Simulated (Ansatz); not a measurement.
The parent structure is Hf in the hcp (Mg type) structure (space group P6_3/mmc, No. 194; relaxed with 0.1 eV smearing).

```
Hf
1.0
    3.11736     0.00000     0.00000
   -1.55868     2.69972     0.00000
    0.00000     0.00000     4.95007
Hf
2
Cartesian
  1.55868   0.89991   3.71255
  0.00000   1.79981   1.23752
```

Cartesian axes are those of the cell as printed.

Level of theory: LDA in Ansatz (plane waves to 420 eV, PAW, no spin-orbit coupling).

For the base:

The pressure is 0.0 GPa and the band gap is zero. The shortest interatomic distance comes out as 3.060 Å.

One thing is altered: the cell is compressed by 0.50 % along z with no lateral relaxation, atoms relaxed at fixed cell.

Problem. How does this affect the pressure?

Solution. The pressure (mean of the normal stresses, compression positive) goes from zero to 0.6 GPa.

Problem. How does this affect the band gap?

Solution. The band gap is still zero.

Problem. How does this affect the shortest interatomic distance?

Solution. The shortest interatomic distance drops by 0.010 Å (3.060 Å → 3.050 Å).

Problem. How does this affect the energy relative to the base?

Solution. The energy goes up by 0.4 meV/atom.

The cells carry an imposed strain or load. Stability against distortions was not tested. The final runs are not spin-polarised.

Ansatz is a first-principles code.
